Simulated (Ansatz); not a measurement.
MoSi2 (I4/mmm), PBE, DFPT electron-phonon coupling, linearised Boltzmann equation run with Ansatz (a quantum-chemistry and plane-wave program). Condition of this run: functional PBE, cell relaxed with it. Phonon-limited resistivity 19.3 μΩ·cm at 300 K along x (a = (-1.61, 1.61, 3.94) Å; b = (1.61, -1.61, 3.94) Å; c = (1.61, 1.61, -3.94) Å), 27.9 μΩ·cm at 400 K, Drude plasma energy 2.16 eV.

Problem. What is the classical skin depth at 100 GHz (nonmagnetic, μ₀ = 1.257×10⁻⁶ H/m)?

Solution. δ = √(ρ/(π f μ₀)) = 699 nm.

Problem. What Drude relaxation time do resistivity and plasma energy imply?

Solution. ω_p = 3.28e15 s⁻¹, so τ = 1/(ε₀ ω_p² ρ) = 54.3 fs, a damping ħ/τ of 12.1 meV.

Problem. What temperature coefficient of resistance follows, and how does it compare with 1/T?

Solution. (ρ₄₀₀ − ρ₃₀₀)/(100 K × ρ₃₀₀) = 4.46×10⁻³ K⁻¹, against 1/T = 3.33×10⁻³ K⁻¹ for a resistivity proportional to T. It lies higher because phonons are still being populated at 300 K; impurities would add a constant and lower it.

A metal at this level (no band gap). Only scattering by harmonic phonons is included (no impurities, grain boundaries, electron-electron scattering or thermal expansion). Spin-orbit coupling is left out. Halving the electron mesh (24x24x24) moves the resistivity by up to 6 % at 300 K. Smearing 0.20 eV; phonons on a 6x6x6 q mesh, which this run doesn't test.
